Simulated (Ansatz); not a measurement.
Faces of bcc Ta, relaxed in 1x1 cells (a = 3.319 Å):

Level of theory: PBE (plane waves to 420 eV, PAW; Ansatz, a program for electronic structure).

```tsv
face	γ (J/m²)
(100)	2.55
(110)	2.38
(111)	2.74
(210)	2.55
(211)	2.70
(221)	2.66
(320)	2.50
(322)	2.72
(332)	2.68
```

In the Wulff construction from these faces alone, which appear on the equilibrium crystal, and with what shares of the area?

(110) 56 %, (210) 15 %, (320) 10 %, (100) 10 %, (332) 6 %, (211) 3 %. Cut off by their neighbours: (111), (221), (322). (221) misses by under 0.01 J/m². (322) misses by under 0.01 J/m². The area-weighted mean is 2.46 J/m².
